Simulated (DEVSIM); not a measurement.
Device: Au/La2O3/SiO2/n-Si capacitor, at 300 K.

| layer (left to right) | material | thickness (nm) | Nd (cm⁻³) |
|---|---|---|---|
| 1 | La2O3 | 4.30 | - |
| 2 | SiO2 | 0.640 | - |
| 3 | Si | 720 | 6.3e17 |

Metal gate on the left, work function 5.1 eV. Fixed charge at the semiconductor interface 4.7e11 cm⁻² (in units of +e); no interface traps.

This is a model device: material constants are rounded textbook-type values typed into the input, and sizes, dopings and lifetimes were drawn at random. Values at 300 K; Nc and Nv go as T^1.5, mobilities as T to minus their exponent, the gap by Varshni's rule with the affinity fixed.

| parameter | La2O3 | SiO2 | Si |
|---|---|---|---|
| gap (eV) | 5.8 | 9 | 1.124 |
| affinity (eV) | 1.8 | 0.9 | 4.05 |
| permittivity | 27 | 3.9 | 11.7 |
| Nc (cm⁻³) | - | - | 2.86e19 |
| Nv (cm⁻³) | - | - | 3.1e19 |
| Varshni α (eV/K) | - | - | 0.000473 |
| Varshni β (K) | - | - | 636 |

DEVSIM, 1D Poisson equation in equilibrium, Boltzmann statistics, complete ionisation; no quantum confinement or tunnelling. Metal contacts follow the ideal Schottky-Mott rule: no Fermi-level pinning, no interface dipoles.

Base results: flat-band voltage (V) 0.92; minimum of the low-frequency capacitance (μF/cm²) 0.241; capacitance of the dielectric stack (μF/cm²) 2.74; threshold voltage (band bending 2φF) (V) -0.16.

What follows from this one change: substrate doping 6.3e+17 → 1.3e+17 cm^-3?

flat-band voltage 0.92 → 0.88 V; minimum of the low-frequency capacitance 0.241 → 0.120 μF/cm²; capacitance of the dielectric stack little changed (2.74 μF/cm²); threshold voltage (band bending 2φF) -0.16 → -0.03 V.

What follows from this one change: temperature 300 → 450 K?

flat-band voltage 0.92 → 0.85 V; minimum of the low-frequency capacitance 0.241 → 0.282 μF/cm²; capacitance of the dielectric stack little changed (2.74 μF/cm²); threshold voltage (band bending 2φF) -0.16 → -0.03 V.

What follows from this one change: La2O3 thickness 0.0043 → 0.0052 μm?

flat-band voltage little changed (0.92 V); minimum of the low-frequency capacitance little changed (0.241 μF/cm²); capacitance of the dielectric stack 2.74 → 2.48 μF/cm²; threshold voltage (band bending 2φF) -0.16 → -0.18 V.
